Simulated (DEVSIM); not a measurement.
Structure: Cr/SiO2/p-Si capacitor, at 300 K.

| layer (left to right) | material | thickness (nm) | Na (cm⁻³) |
|---|---|---|---|
| 1 | SiO2 | 16.0 | - |
| 2 | Si | 850 | 2.3e17 |

Metal gate on the left, work function 4.5 eV. Fixed charge at the semiconductor interface 0 cm⁻² (in units of +e); interface traps 1.2e10 cm⁻² eV⁻¹, uniform in energy, neutral level at 0.5 of the gap above the valence band.

This is a model device: material constants are rounded textbook-type values typed into the input, and sizes, dopings and lifetimes were drawn at random. Values at 300 K.

```
parameter      SiO2       Si
-------------  ----  -------
gap (eV)          9    1.124
affinity (eV)   0.9     4.05
permittivity    3.9     11.7
Nc (cm⁻³)         -  2.86e19
Nv (cm⁻³)         -   3.1e19
```

Model (solved in DEVSIM): 1D Poisson equation in equilibrium, Boltzmann statistics, complete ionisation; no quantum confinement or tunnelling. Metal contacts follow the ideal Schottky-Mott rule: no Fermi-level pinning, no interface dipoles.

Tabulate band edges, carrier densities and field at 0.8 V on the gate.

Energies count from the Fermi level of the right contact; mesh points crowd at the junctions.

| x (μm) | Ec (eV) | Ev (eV) | n (cm⁻³) | p (cm⁻³) | field (V/cm) |
|---|---|---|---|---|---|
| 0.000 | 2.800 | -6.200 | < 1e2 | < 1e2 | 540000 |
| 0.001139 | 2.862 | -6.138 | < 1e2 | < 1e2 | 540000 |
| 0.003227 | 2.975 | -6.025 | < 1e2 | < 1e2 | 540000 |
| 0.007058 | 3.182 | -5.818 | < 1e2 | < 1e2 | 540000 |
| 0.01268 | 3.486 | -5.514 | < 1e2 | < 1e2 | 540000 |
| 0.01481 | 3.601 | -5.399 | < 1e2 | < 1e2 | 540000 |
| 0.01597 | 3.664 | -5.336 | < 1e2 | < 1e2 | 430000 |
| 0.01774 | 0.546 | -0.578 | 1.9e10 | 6.0e9 | 170000 |
| 0.02073 | 0.596 | -0.528 | 2.7e9 | 4.2e10 | 160000 |
| 0.02683 | 0.689 | -0.435 | 7.5e7 | 1.5e12 | 140000 |
| 0.03922 | 0.838 | -0.286 | 240000 | 4.8e14 | 98000 |
| 0.07983 | 0.994 | -0.130 | 580 | 2.0e17 | 4100 |
| 0.1470 | 0.997 | -0.127 | 510 | 2.3e17 | ≈ 0 |
| 0.2837 | 0.997 | -0.127 | 510 | 2.3e17 | ≈ 0 |
| 0.6017 | 0.997 | -0.127 | 510 | 2.3e17 | ≈ 0 |
| 0.7366 | 0.997 | -0.127 | 510 | 2.3e17 | ≈ 0 |
| 0.8030 | 0.997 | -0.127 | 510 | 2.3e17 | ≈ 0 |
| 0.8356 | 0.997 | -0.127 | 510 | 2.3e17 | ≈ 0 |
| 0.8549 | 0.997 | -0.127 | 510 | 2.3e17 | ≈ 0 |
| 0.8611 | 0.997 | -0.127 | 510 | 2.3e17 | ≈ 0 |
| 0.8642 | 0.997 | -0.127 | 510 | 2.3e17 | ≈ 0 |
| 0.8660 | 0.997 | -0.127 | 510 | 2.3e17 | ≈ 0 |
